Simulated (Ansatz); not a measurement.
Functionals compared on CH3 on the 1x1 (0001) surface of beta Si3N4 (cut with top plane 4 N + 3 Si), one in a 1x1 cell, started at the site 'top Si', in Ansatz (plane waves, PAW). The structure was relaxed with PBE; the other rows are single points on it, each with its references at the same level. Cutoff 420 eV (500 eV for r2SCAN). The points keep PBE's geometry, so the relaxation of a polaron and the settling of charge on one site are left out.

Host crystal: beta Si3N4, with a band gap (PBE, scalar-relativistic without spin-orbit coupling).

Slab: 46 atoms, 7.8 Å thick at the start under the adsorbate (thin: gaps and levels are the slab's own); k 3x3x1, smearing 0.01 eV, dipole-corrected; 21 atoms held, the rest relaxed; no symmetry held; spin-polarised, ending with about 0.8 μB a cell, a value that depends on the mesh; orders that need a larger cell were not tried, no spin-orbit, no U, no dispersion correction. The slab shows no gap over 0.04 eV on its mesh. At the end it is bonded to Si. In PBE it is, or lies within 0.03 eV of, the lowest of the starts that converged. These notes are the PBE run's. RPBE: The program's check for a lower electronic state was not made. r2SCAN: The program's check for a lower electronic state was not made. Adsorption energies are against CH4(g) − ½ H2(g). A negative adsorption energy means that the adsorbate is more stable on the surface than in its reference.

A dash marks a value that is undefined for that row or was read on another mesh.

```json
[
 {"functional": "PBE", "adsorption energy (eV)": "0.13", "work function of the top face (eV)": "5.92", "rough cost of the single point": "–"},
 {"functional": "RPBE", "adsorption energy (eV)": "?", "work function of the top face (eV)": "?", "rough cost of the single point": "roughly 4 core-minutes"},
 {"functional": "r2SCAN", "adsorption energy (eV)": "0.00", "work function of the top face (eV)": "–", "rough cost of the single point": "around 11 core-minutes (rough)"}
]
```

What belongs in the gaps?


- RPBE, adsorption energy (eV): 0.27
- RPBE, work function of the top face (eV): 5.80

Ansatz is a quantum-chemistry and plane-wave program.
